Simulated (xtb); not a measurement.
xtb 6.7.1, GFN2-xTB: Cu(NH3)4 ([NH3]->[Cu+2](<-[NH3])(<-[NH3])<-[NH3]), charge +2, multiplicity 2, 17 atoms. The geometry is a generated start, not checked to be a minimum at this level.

```
Property                  Result
-----------------  -------------
run flags                 --grad
method                  GFN2-xTB
--acc                1 (default)
--etemp (K)        300 (default)
basis functions               38
valence electrons             41
```

```xyz
17

Cu     0.0142     0.0184    -0.0229
N     -1.2331     1.6617    -0.0031
H     -0.7449     2.5533    -0.0951
H     -1.7569     1.7113     0.8726
H     -1.9115     1.6286    -0.7666
N     -1.6414    -1.2218    -0.0011
H     -2.5286    -0.7255    -0.0841
H     -1.6943    -1.7566     0.8665
H     -1.6171    -1.8911    -0.7700
N      1.2087    -1.6694     0.0145
H      1.0881    -2.2256    -0.8332
H      0.9817    -2.2682     0.8095
H      2.2057    -1.4673     0.0899
N      1.6753     1.2429    -0.0236
H      1.5330     2.1099    -0.5406
H      2.4942     0.8020    -0.4450
H      1.9269     1.4973     0.9322
```

Charge 2 and multiplicity 2 are set for this test and not shown to be the ground state. GFN-xTB has no spin term: --uhf 1 sets the occupations alone.

One run each on 1 thread. Values of broydamp tried: 0.02, 0.05, 0.1, 0.2, 0.4 (default), 0.6, 0.8, 1.

Problem. Predict the course of the SCC iterations along this series.

Solution. Fewest SCC iterations, within one of each other: 0.4 (default) with 10, 0.6 with 10, 0.8 with 10, 1 with 10. The count rises to 17 at 0.02. All converge to one solution.

```tsv
broydamp	SCC iterations	end
0.02	17	same solution
0.05	14	same solution
0.1	13	same solution
0.2	12	same solution
0.4 (default)	10	same solution
0.6	10	same solution
0.8	10	same solution
1	10	same solution
```
